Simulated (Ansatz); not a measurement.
Consider TiSi2 (space group Fddd, No. 70).

```
CELL_PARAMETERS angstrom
      0.00000     4.11603     4.26094
      2.39020     0.00000     4.26094
      2.39020     4.11603     0.00000
ATOMIC_POSITIONS crystal
  Si 0.66250 0.33750 0.66250
  Si 0.33750 0.66250 0.33750
  Si 0.58750 0.91250 0.58750
  Si 0.91250 0.58750 0.91250
  Ti 0.00000 0.00000 0.00000
  Ti 0.25000 0.25000 0.25000
```

Cartesian axes are those of the cell as printed.

Computed with r2SCAN in Ansatz (plane waves to 500 eV, PAW, without spin-orbit coupling), earlier PAW set.

Modification: an isotropic linear strain of +2.66 %; the atoms relax in the strained cell.

Predict the stress tensor and what it implies for the stiffness.

Stress of the strained cell less that of the base (GPa, compression positive):
```
   -9.9     0.0     0.0
    0.0    -8.3     0.0
    0.0     0.0   -11.9
```

Then B = −ΔP/(ΔV/V₀) with ΔV/V₀ = 0.0819 gives secant stiffness values (nonlinear terms included at this strain): B (at held cell shape, above the free-shape value) ≈ 122 GPa.

As a check, the harmonic strain energy −½ V₀ Δσ:ε is 35 meV/atom; the computed energy rise is 38 meV/atom.

Whether these cells are dynamically stable was not tested. All final runs are without spin polarisation.

Ansatz is a first-principles code.
